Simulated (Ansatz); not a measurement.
We consider HgSe (P3₂21, No. 154, 6 atoms in the cell; start mp-1018722; a measured phase of this formula has another space group), described by LDA in Ansatz (plane waves, PAW).

Numerical settings: plane-wave cutoff 500 eV, 10×10×4 k mesh (along the axes of the cell as run), gaussian smearing 0.02 eV, scalar-relativistic PAW data made under PBE.

Cell (relaxed at this level):

```
HgSe
1.0
    3.61714    -2.08833     0.00138
    3.61714     2.08833     0.00138
   -0.00341     0.00000     9.57165
Hg Se
3 3
Direct
  0.33624   0.66376   0.00000
  0.99983   0.33660   0.66666
  0.66340   0.00017   0.33334
  0.46208   0.53792   0.50000
  0.99983   0.46241   0.16667
  0.53759   0.00017   0.83333
```

Problem. What does this level give for the band gap?

Solution. 
- band gap: 0.53 eV (on the SCF k mesh)

Note: the relaxation could not lower the start's symmetry, so the cell can be a saddle point above a distorted one.

Spin–orbit coupling is not included; with these elements it can move the gap by several tenths of an eV or more.

The computed numbers hold no vibrational or temperature effects.

Computing time: around 7 core-minutes (rough).

A start named mp-… is a Materials Project structure, which need not be a measured phase.

Ansatz is a first-principles code.
